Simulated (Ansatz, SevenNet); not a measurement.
Formation enthalpy of CsCl-type CoAl: levels of theory against measurement

Reference value: -0.537 ± 0.01 eV/atom (measured, 298 K, copied from a table, unchecked, not corrected to a static lattice; as tabulated in Wang et al. (2021), doi:10.1038/s41598-021-94550-5).

```csv
level (code),value (eV/atom),difference (eV/atom)
SevenNet-0,-0.637,-0.100
PBE (Ansatz),-0.591,-0.054
PBE-D4 (Ansatz),-0.644,-0.107
r²SCAN-D4 (Ansatz),-0.559,-0.022
r²SCANh (Ansatz),-0.525,+0.012
```

Any of these levels can be the nearest once the reference is moved by up to 0.100 eV/atom (a margin picked here for doubts on the reference and the settings, and for temperature and zero-point motion) and values within 0.010 eV/atom count as equal.

The measured value isn't corrected to a static lattice, so vibrations enter the comparison.  r²SCANh: the run has no spin polarisation, so it can have missed a magnetic state. Each level is taken at its own relaxed cell. Cutoffs and k meshes differ between the levels. Ansatz's density-functional and Hartree–Fock values are scalar-relativistic unless marked +SOC, with PAW data made under PBE.

Machine-learned potentials (SevenNet-0) are trained on DFT data: a solid inside that data is no test of them.

Differences are worked out from the printed values.

Ansatz is a first-principles code.
